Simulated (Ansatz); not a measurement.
**What isotropic strain +0.50 % does to CdSe**

Take CdSe in the zinc blende structure (space group F-43m, No. 216; a = 6.007 Å) as the base.

Perturbation: every lattice vector is stretched by 0.50 %, atoms relaxed at fixed cell.

Calculations: LDA (Ansatz, an electronic-structure program; PAW; 420 eV plane waves; spin-orbit coupling left out). Γ-centred 10×10×10 mesh, Fermi–Dirac width 0.05 eV.

* **Volume per atom**: 27.51 Å³ (base 27.10 Å³)
* **Space group**: F-43m (No. 216) (base F-43m (No. 216))
* **Shortest interatomic distance**: 2.614 Å (base 2.601 Å)
* **Energy relative to the base (free energy F)**: +1.1 meV/atom
* **Pressure**: -0.83 GPa (base 0.00 GPa)
* **Band gap**: 0.38 eV (base 0.41 eV)
* **Gap character**: direct at Γ (base direct at Γ)
* **Width of the top valence band**: 2.35 eV (base 2.41 eV)
* **Electron mass**: 0.038 mₑ (at Γ) (base 0.041 mₑ (at Γ))
* **Hole mass (degenerate bands, along [100])**: 0.039, 0.64, 0.64 mₑ (at Γ) (base 0.042, 0.62, 0.62 mₑ (at Γ))

Masses are band curvatures over ±0.01 Å⁻¹ around the edge. Stability against distortions was not tested.
